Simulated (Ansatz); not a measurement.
**Pressure series in Hf2Al4C5**

Consider Hf$_{2}$Al$_{4}$C$_{5}$ (space group R-3m, No. 166; a = 3.311 Å, c = 40.677 Å (hexagonal axes); a cell from a computed database, its experimental status unchecked).

Cell and atoms are relaxed at each pressure.

Method: PBEsol/PAW in Ansatz (a quantum-chemistry and plane-wave program), no SOC.

| P (GPa) | V (Å³/atom) |
|---|---|
| 0.29 | 11.684 |
| 0.69 | 11.661 |
| 1.50 | 11.614 |
| 3.00 | 11.528 |
| 5.00 | 11.420 |
| 7.50 | 11.290 |

### Question
Fit a third-order Birch–Murnaghan equation of state.

### Answer
Least squares on P(V) = (3B₀/2)[(V₀/V)^(7/3) − (V₀/V)^(5/3)]·[1 + (3/4)(B₀′ − 4)((V₀/V)^(2/3) − 1)] gives V₀ = 11.70 Å³/atom, B₀ = 195 GPa and B₀′ = 3.9.

Load acts through the strain it causes; cell and atoms are relaxed under it. No phonon test of stability was made. No other phases were tried under pressure. All final runs are without spin polarisation.
